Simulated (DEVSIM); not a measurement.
Structure: Au/TiO2/p-In0.53Ga0.47As capacitor, at 300 K.

Layer 1 from the left is TiO2, thickness (nm) 13.0. Layer 2 from the left is In0.53Ga0.47As, thickness (nm) 340, Na (cm⁻³) 2.8e18.

Metal gate on the left, work function 5.1 eV. Fixed charge at the semiconductor interface -2e11 cm⁻² (in units of +e); no interface traps.

The device is made up for the run: typed textbook-type constants, with dimensions and the other settings drawn at random. Values at 300 K.

TiO2: gap (eV) 3.2, affinity (eV) 3.9, permittivity 60. In0.53Ga0.47As: gap (eV) 0.74, affinity (eV) 4.51, permittivity 13.9, Nc (cm⁻³) 2.1e17, Nv (cm⁻³) 7.7e18.

Simulated with DEVSIM: 1D Poisson equation in equilibrium, Boltzmann statistics, complete ionisation; no quantum confinement or tunnelling. Metal contacts follow the ideal Schottky-Mott rule: no Fermi-level pinning, no interface dipoles.

What does the simulation give for the minimum of the low-frequency capacitance?

minimum of the low-frequency capacitance 0.576 μF/cm².
